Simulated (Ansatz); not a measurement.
Base system: Rh in the fcc (Cu type) structure (space group Fm-3m, No. 225; a = 3.780 Å).

It is then changed as follows: every Rh is replaced by Ir; the structure is relaxed again.

Levels (all Ansatz, a quantum-chemistry and plane-wave program, PAW): PBEsol (420 eV, no spin-orbit coupling); r2SCAN (500 eV, spin-orbit coupling left out).

The geometry is relaxed with PBEsol.

| Quantity | Value |
|---|---|
| PBEsol pressure | 0.0 GPa |

### Question
Predict the pressure from r2SCAN.

### Answer
The pressure goes from zero to 4.2 GPa.

Single points use the geometry relaxed with PBEsol. Their cutoffs differ, which shifts pressures a little. No phonon test of stability was made. All final runs are without spin polarisation.
